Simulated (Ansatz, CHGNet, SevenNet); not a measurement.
## SiSn (model structure, started from the WC type, P-6m2, No. 187, 2 atoms in the cell): properties by level of theory

| level (code) | lattice constant a (Å) | lattice parameter c (Å) |
|---|---|---|
| CHGNet 0.3.0 | 3.542 | 4.230 |
| SevenNet-l3i5 | 3.935 | 3.524 |
| PBE-D3(BJ) (Ansatz) | 3.773 | 3.571 |

Caveats: the cell has another shape than the first-principles one, perhaps another minimum in the same group (CHGNet 0.3.0). Ansatz's density-functional and Hartree–Fock values are scalar-relativistic unless marked +SOC, with PAW data made under PBE.

Static lattice: no zero-point or thermal effects.

A model structure was made by putting elements into a prototype or built by hand; it is no filed structure, need not be a known phase, and can be a saddle point held by its symmetry.

Ansatz is a quantum-chemistry and plane-wave program.
